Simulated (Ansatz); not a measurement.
Consider the following.

```xyz
2
Lattice="0.0000 2.2601 2.2714 2.2601 0.0000 2.2714 2.2601 2.2601 0.0000" Properties=species:S:1:pos:R:3 pbc="T T T"
B      0.0000     0.0000     0.0000
P      1.1300     1.1300     1.1357
```

No spin polarisation.

The values are results of Kohn–Sham DFT with the PBEsol functional, run in Ansatz (a first-principles code) with PAW and 420 eV plane waves, scalar-relativistic without spin-orbit coupling, not measurements. k-mesh 13×13×13 (Γ-centred); smearing 0.05 eV (Fermi–Dirac).

### Question
Estimate the electron mass.

### Answer
1.3 mₑ along k, 0.22 mₑ across (off the special points).

### Question
Estimate the stress (xx, yy, zz, yz, xz, xy; compression positive).

### Answer
(-0.40, -0.40, -1.73, 0.00, 0.00, 0.00) GPa.

### Question
What is the computed band gap?

### Answer
1.10 eV.

### Question
What is the computed valence-band top at Γ (three highest levels, from the VBM)?

### Answer
0.00, 0.00, -0.05 eV.

The cells carry an imposed strain or load. Masses are band curvatures over ±0.01 Å⁻¹ around the edge. Along k means along the line from Γ to the band edge. Whether these cells are dynamically stable was not tested. The cell was made from BP in the zinc blende structure (space group F-43m, No. 216) by this change: uniaxial strain ε_zz = +0.50 %.
